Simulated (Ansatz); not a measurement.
```yaml
crystal:
  lattice:
    - [2.56719, 1.48217, 4.60837]
    - [-2.56719, 1.48217, 4.60837]
    - [0.00000, -2.96434, 4.60837]
  atoms:
    - { symbol: Li, position: [0.28077, 0.28077, 0.28077] }
    - { symbol: Li, position: [0.78077, 0.78077, 0.78077] }
    - { symbol: Nb, position: [0.99840, 0.99840, 0.99840] }
    - { symbol: Nb, position: [0.49840, 0.49840, 0.49840] }
    - { symbol: O, position: [0.71862, 0.10932, 0.35999] }
    - { symbol: O, position: [0.35999, 0.71862, 0.10932] }
    - { symbol: O, position: [0.10932, 0.35999, 0.71862] }
    - { symbol: O, position: [0.60932, 0.21862, 0.85999] }
    - { symbol: O, position: [0.21862, 0.85999, 0.60932] }
    - { symbol: O, position: [0.85999, 0.60932, 0.21862] }
```

Relaxed-ion tensors in this frame from DFT at the PBEsol level (Ansatz, a quantum-chemistry and plane-wave program). Proper piezoelectric stress tensor e (C/m²):

```
 0.00   0.00   0.00   0.00   3.77  -2.58
-2.58   2.58   0.00   3.77   0.00   0.00
 0.35   0.35   1.74   0.00   0.00   0.00
```

Stiffness C (GPa):

```
 199  60.4  68.9   9.4   0.0   0.0
60.4   199  68.9  -9.4   0.0   0.0
68.9  68.9   234   0.0   0.0   0.0
 9.4  -9.4   0.0  58.6   0.0   0.0
 0.0   0.0   0.0   0.0  58.6   9.4
 0.0   0.0   0.0   0.0   9.4  69.2
```

Problem. Obtain the piezoelectric strain tensor d.

Solution. d = e S with S = C⁻¹, in pC/N:

```
  0.0    0.0    0.0    0.0   71.9  -47.0
-23.5   23.5    0.0   71.9    0.0    0.0
 -0.7   -0.7    7.9    0.0    0.0    0.0
```
Away from Γ the polar cell without biaxial strain shows no imaginary mode on a 2×2×2 mesh.
